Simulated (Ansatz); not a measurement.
Structures of equal composition on the (111) surface of fcc Ir: one row in 3 of the top plane missing; (√3x√3)R30°, one Ir site of the top plane empty. The slabs share one bottom face, and each structure is named by its start. These are constructed structures in small cells; real faces may alloy, dewet or reconstruct in larger ones, and not all known structures of the face are among them. Slabs of about 11 Å, Fermi-Dirac smearing of 0.1 eV. Bottom of the slabs: a bare face, its two planes held. Relaxed from the named starts with such symmetry as they have, on meshes of like density; energies extrapolated to zero smearing; spin only where a row says so; no spin-orbit coupling, no U. Brackets mark spin-polarised runs, whose order is one that fits the cell. The cells differ, so small differences also carry the error of unlike k-meshes.

Computed with PBE (plane waves to 420 eV, PAW; Ansatz, a program for electronic structure).

Task: Rank these by energy per 1x1 cell (lowest first), as PBE gives it.

Result: one row in 3 of the top plane missing (0.00 eV), (√3x√3)R30°, one Ir site of the top plane empty (0.05 eV)
